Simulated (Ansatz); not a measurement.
PbS (Cmcm, No. 63, 4 atoms in the cell; start mp-1018115; high-pressure phase) was calculated with PBE0 in Ansatz (plane waves, PAW).

Settings: plane-wave cutoff 460 eV, 6×6×6 k mesh, Fermi–Dirac smearing 0.01 eV, scalar-relativistic PAW data made under PBE.

Cell (relaxed with PBEsol):

```
CELL_PARAMETERS angstrom
      2.04887    -5.79433     0.00000
      2.04887     5.79433     0.00000
      0.00000     0.00000     4.23615
ATOMIC_POSITIONS crystal
  Pb 0.87305 0.12695 0.75000
  Pb 0.12695 0.87305 0.25000
  S  0.64104 0.35896 0.75000
  S  0.35896 0.64104 0.25000
```

Question: What does this level give for the band gap, smallest direct gap on the k points sampled and direct gap at Γ?

Answer: 
- band gap = 2.17 eV
- smallest direct gap on the k points sampled = 2.19 eV
- direct gap at Γ = 6.79 eV

Note: cell and atoms aren't relaxed at this level (pressure 1.8 GPa).

Spin–orbit coupling is not included; with these elements it can move the gap by several tenths of an eV or more.

The computed numbers hold no vibrational or temperature effects.

It cost very roughly 7 core-minutes of CPU time.

A start named mp-… is a Materials Project structure, which need not be a measured phase.

Ansatz is an electronic-structure program.
